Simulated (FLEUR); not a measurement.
# Convergence study of the basis cutoff for TiTe₂ (P3m1, 3 atoms in the cell)

```
TiTe2
1.0
    3.83568     0.00000     0.00000
   -1.91784     3.32180     0.00000
    0.00000     0.00000     6.73841
Ti Te
1 2
Direct
  0.00000   0.00000   0.00742
  0.66667   0.33333   0.74983
  0.33333   0.66667   0.25017
```

Level of theory: LDA (Perdew-Zunger), all-electron FLAPW (FLEUR), scalar-relativistic valence in FLEUR.

Base settings: Kmax = 4.1 1/bohr; GmaxXC = 12.3 1/bohr; xcFunctional = pz; jspins = 1; l_soc = F; mode = hist; fermiSmearingEnergy = 0.00367493 Htr; mesh (inpgen div1-3) = 4 4 2; inpgen gamma flag = true; Gmax = 12.3 1/bohr.

Moved along: Gmax, GmaxXC.

The second cell is the first with its lattice scaled by 0.98.

The mesh stays at the base's, so the ladder's end is converged at best in this setting alone.

Only quantities that move along the ladder and can be compared are tabulated.

Core times come from one kind of shared machine, to one figure; runs under 30 s give none.

The starting cell comes from a database of computed structures (which also holds hypothetical and non-ambient phases and stackings), without a prior relaxation at this level. Its lattice was rescaled by up to half a per cent. One atom was moved a little off its site on purpose. Spin polarisation is off, so a magnetic state, if there is one, cannot be reached. Values depend on the basis (sphere radii, cutoffs, local orbitals), which need not be converged.

```csv
Kmax,free energy less the last step's (meV/atom),energy of the compressed cell less the first (meV/atom),core time / last (rough)
2.43 1/bohr,2933.99,-19.64,–
2.59 1/bohr,1817.61,-51.91,–
2.75 1/bohr,1099.16,-49.10,–
2.9 1/bohr,668.63,-38.04,–
3.04 1/bohr,430.47,-37.30,–
3.18 1/bohr,262.24,-30.13,–
3.43 1/bohr,115.50,-34.82,0.08
3.67 1/bohr,49.98,-33.63,0.1
3.89 1/bohr,23.19,-33.94,0.1
4.1 1/bohr,10.84,-33.14,0.1
4.3 1/bohr,5.36,-33.09,0.2
4.49 1/bohr,2.77,-33.03,0.2
4.76 1/bohr,1.13,-33.09,0.3
5.02 1/bohr,0.43,-33.08,0.5
5.42 1/bohr,0.00,-33.14,1
```

Coarsest Kmax that holds the energy of the compressed cell less the first within 0.2 meV/atom of the last step, with all finer ones: 4.1 1/bohr, at about 0.1 of the last step's time; the step before is off by 0.80 meV/atom.

Coarsest Kmax that holds the free energy within 5 meV/atom of the last step, with all finer ones: 4.49 1/bohr, at about 0.2 of the last step's time; the step before is off by 5.4 meV/atom.

The energy difference between the two cells stays within 1 meV/atom of the last step's from 3.67 1/bohr on, the total only from 5.02 1/bohr on: much of the error is common to both cells and cancels.
